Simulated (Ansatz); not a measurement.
A periodic model of amorphous Hf₁₈O₄₁P₂:

```yaml
crystal:
  lattice:
    - [9.14354, -0.30509, 0.07431]
    - [-0.30509, 8.73564, 0.30866]
    - [0.07431, 0.30866, 9.64754]
  atoms:
    - { symbol: Hf, position: [0.69523, 0.23198, 0.69312] }
    - { symbol: Hf, position: [0.13735, 0.20040, 0.28836] }
    - { symbol: Hf, position: [0.37305, 0.13012, 0.54244] }
    - { symbol: Hf, position: [0.07371, 0.31697, 0.61348] }
    - { symbol: Hf, position: [0.67028, 0.69701, 0.09307] }
    - { symbol: Hf, position: [0.53506, 0.42243, 0.33750] }
    - { symbol: Hf, position: [0.17526, 0.08250, 0.95606] }
    - { symbol: Hf, position: [0.76114, 0.63187, 0.69782] }
    - { symbol: Hf, position: [0.16064, 0.77044, 0.63994] }
    - { symbol: Hf, position: [0.95303, 0.51078, 0.21825] }
    - { symbol: Hf, position: [0.39495, 0.50498, 0.69689] }
    - { symbol: Hf, position: [0.50292, 0.24669, 0.03732] }
    - { symbol: Hf, position: [0.90533, 0.35851, 0.94970] }
    - { symbol: Hf, position: [0.42913, 0.88041, 0.82007] }
    - { symbol: Hf, position: [0.88796, 0.83712, 0.40829] }
    - { symbol: Hf, position: [0.77285, 0.18410, 0.34930] }
    - { symbol: Hf, position: [0.30085, 0.54965, 0.01796] }
    - { symbol: Hf, position: [0.53323, 0.77350, 0.45862] }
    - { symbol: O, position: [0.16539, 0.54162, 0.61678] }
    - { symbol: O, position: [0.14810, 0.12539, 0.51141] }
    - { symbol: O, position: [0.76509, 0.42414, 0.32792] }
    - { symbol: O, position: [0.78767, 0.51692, 0.05022] }
    - { symbol: O, position: [0.98263, 0.95085, 0.97454] }
    - { symbol: O, position: [0.88912, 0.44583, 0.74327] }
    - { symbol: O, position: [0.07374, 0.50807, 0.02389] }
    - { symbol: O, position: [0.68859, 0.26347, 0.91736] }
    - { symbol: O, position: [0.12631, 0.79712, 0.40422] }
    - { symbol: O, position: [0.71641, 0.93242, 0.03831] }
    - { symbol: O, position: [0.46757, 0.45567, 0.13676] }
    - { symbol: O, position: [0.94926, 0.05246, 0.33473] }
    - { symbol: O, position: [0.06936, 0.39365, 0.37012] }
    - { symbol: O, position: [0.40027, 0.05054, 0.96656] }
    - { symbol: O, position: [0.86545, 0.23045, 0.55478] }
    - { symbol: O, position: [0.43852, 0.54921, 0.48471] }
    - { symbol: O, position: [0.93039, 0.27116, 0.15768] }
    - { symbol: O, position: [0.73537, 0.67006, 0.49663] }
    - { symbol: O, position: [0.39769, 0.40597, 0.89414] }
    - { symbol: O, position: [0.23738, 0.25101, 0.09174] }
    - { symbol: O, position: [0.21564, 0.94264, 0.79114] }
    - { symbol: O, position: [0.35967, 0.87961, 0.57365] }
    - { symbol: O, position: [0.61145, 0.44295, 0.69552] }
    - { symbol: O, position: [0.52151, 0.07235, 0.70914] }
    - { symbol: O, position: [0.60377, 0.20391, 0.21428] }
    - { symbol: O, position: [0.79843, 0.76028, 0.87350] }
    - { symbol: O, position: [0.94739, 0.78946, 0.62027] }
    - { symbol: O, position: [0.47606, 0.72958, 0.99029] }
    - { symbol: O, position: [0.80631, 0.04201, 0.79080] }
    - { symbol: O, position: [0.69174, 0.95289, 0.41691] }
    - { symbol: O, position: [0.55283, 0.72878, 0.69472] }
    - { symbol: O, position: [0.21358, 0.67896, 0.19016] }
    - { symbol: O, position: [0.30482, 0.29327, 0.65742] }
    - { symbol: O, position: [0.28261, 0.66812, 0.81297] }
    - { symbol: O, position: [0.06632, 0.24055, 0.83603] }
    - { symbol: O, position: [0.58147, 0.66780, 0.27741] }
    - { symbol: O, position: [0.87903, 0.72456, 0.23243] }
    - { symbol: O, position: [0.38668, 0.86959, 0.31164] }
    - { symbol: O, position: [0.35071, 0.25516, 0.35501] }
    - { symbol: O, position: [0.58613, 0.24149, 0.49167] }
    - { symbol: O, position: [0.17571, 0.96823, 0.18260] }
    - { symbol: P, position: [0.22986, 0.82749, 0.26889] }
    - { symbol: P, position: [0.82854, 0.93133, 0.91497] }
```

Methods: PBE, scalar-relativistic without spin-orbit coupling (Ansatz, an electronic-structure program); r2SCAN, scalar-relativistic without spin-orbit coupling (Ansatz); HSE06, scalar-relativistic without spin-orbit coupling (Ansatz). Neutral PBE cell, which sets geometry, pressure and energy: sampling: a 2×2×2 Γ-centred mesh; Fermi-Dirac width 0.02 eV; no spin polarisation. Exact exchange is cut at the faces of this 9 Å cell, which leaves hybrid gaps a finite-size error.

The cell was made by melting and quenching with the CHGNet potential and then relaxed with DFT. O atoms were pushed apart under 1.9 Å during the dynamics, to hinder bonds among them. The hot cell started wider than the set density and was brought back towards it in steps. It is the lowest in DFT energy of 2 quenches. It is a model cell: composition and starting density were chosen by hand, and all elements were melted together. No dispersion term was used. Its density started from a set value of 8.17 and ended at 8.49 g/cm³. The quench (nominally 450 K/ps over its main leg) was far faster than any real one, so the model tends to hold more defects than a real film. One small periodic cell is one sample of the glass; other quenches scatter about these values. Volume and shape were free in the relaxation.

**Question.** Give the pressure and the spacing of the highest filled and lowest empty levels.

**Answer.** 
| Quantity | Value |
|---|---|
| Pressure on a 2×2×2 Γ-centred mesh | 0.02 GPa |
| Largest force and stress component on that mesh (the relaxation ran on the zone centre alone) | 0.10 eV/Å and 0.1 GPa |
| Level gap on a 2×2×2 Γ-centred mesh (PBE) | 3.94 eV |
| Level gap at the zone centre (PBE) | 4.08 eV |
| Level gap at the zone centre (r2SCAN) | 4.56 eV |
| Level gap at the zone centre (HSE06) | 5.68 eV |
| Distance between the nearest levels spread over more than a fifth of the atoms or a third of the atoms of their main element (six at least) (PBE, zone centre) | 4.24 eV |

**Question.** At PBE and the zone centre, how localised are the states just below and above the Fermi level (participation number: the atoms over which a state spreads)?

**Answer.** The highest filled state is spread over 9.9 atoms' worth, largest on O43, with weights by element (charge in smoothed Voronoi cells) O 0.95, Hf 0.05, P 0.00. The lowest empty state is spread over 26.9 atoms' worth, largest on Hf11, with weights by element (charge in smoothed Voronoi cells) Hf 0.61, O 0.39, P 0.01.

At PBE the levels at the filled edge of the gap are localised (band-tail or defect states).

Neighbours within Hf-Hf 3.34 Å, Hf-O 2.84 Å, Hf-P 2.85 Å, O-O 1.58 Å, O-P 2.08 Å, P-P 2.50 Å count as bonded. Two cations that share two anions don't count as bonded, nor two that share one unless they lie closer than Hf-Hf 3.25 Å, Hf-P 2.77 Å, P-P 2.29 Å.

Added carriers, by PBE, scalar-relativistic without spin-orbit coupling (Ansatz) on the zone centre alone. Charged cells keep the cell fixed and stand in a uniform background, with no image correction, at a width of 0.01 eV; where the count is odd the moment is locked at 1 μB, unless the neutral cell bore moments. Each starts from the undistorted neutral geometry alone. PBE's self-interaction favours spread-out carriers, so it can miss traps that a hybrid finds.

**Question.** What happens at PBE when the cell takes an extra electron and the atoms relax?

**Answer.** Relaxation lowers the charged cell by 0.39 eV. The largest moves are O40 0.17 Å, O19 0.12 Å, Hf11 0.10 Å, Hf9 0.10 Å. The level that holds the added charge spreads over 9.7 atoms' worth, most on Hf9 (weight 0.19): a partly localised carrier. No bond crosses its cut-off with a change of over 0.15 Å (metal-metal contacts aside). Made neutral again at that geometry, the cell lies +0.71 eV from the neutral start.

**Question.** What happens at PBE when the cell takes a hole and the atoms relax?

**Answer.** Relaxation lowers the charged cell by 0.18 eV. The largest moves are O43 0.13 Å, O57 0.10 Å, O50 0.09 Å, O20 0.09 Å. The level that was emptied spreads over 6.3 atoms' worth, most on O57 (weight 0.26): a partly localised carrier. No bond crosses its cut-off with a change of over 0.15 Å (metal-metal contacts aside). Made neutral again at that geometry, the cell lies +0.39 eV from the neutral start.
